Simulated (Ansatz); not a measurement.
The starting structures come from a database of crystals and need not be the phases stable at ambient conditions.

Tunnelling through a barrier is set by its complex band structure: the current falls as exp(−2κd) with the smallest κ.

Data:

```
Li8PbO6
1.0
    6.09163     0.00000     0.00000
    1.10433     8.14059     0.00000
   -2.49365     4.07030     2.75594
Li Pb O
8 1 6
Direct
  0.69219   0.34610   0.00000
  0.30781   0.65390   0.00000
  0.59411   0.77043   0.72018
  0.40589   0.22957   0.27982
  0.87393   0.49061   0.61289
  0.12607   0.50939   0.38711
  0.26104   0.10350   0.66693
  0.73896   0.89650   0.33307
  0.00000   0.00000   0.00000
  0.14493   0.60307   0.63875
  0.85507   0.39693   0.36125
  0.50618   0.24182   0.66129
  0.49382   0.75818   0.33871
  0.84489   0.90311   0.69996
  0.15511   0.09689   0.30004
```

Space group of this cell: R-3. The cell is taken as given; by PBEsol its mean pressure is 0.7 GPa.

Transport runs along the normal of the first two printed cell vectors, the (110) plane of the conventional cell.

The gap is the functional's own, uncorrected, and κ follows it; spin-orbit coupling is left out. Mid-gap values are interpolated between the computed energies.

**Question.** Give the band gap and the smallest decay constant κ at mid-gap that PBEsol in Ansatz (a quantum-chemistry and plane-wave program) yields.

**Answer.** Gap 2.60 eV on a 12×12×12 mesh; κ = 0.329 1/Å, at the zone centre.
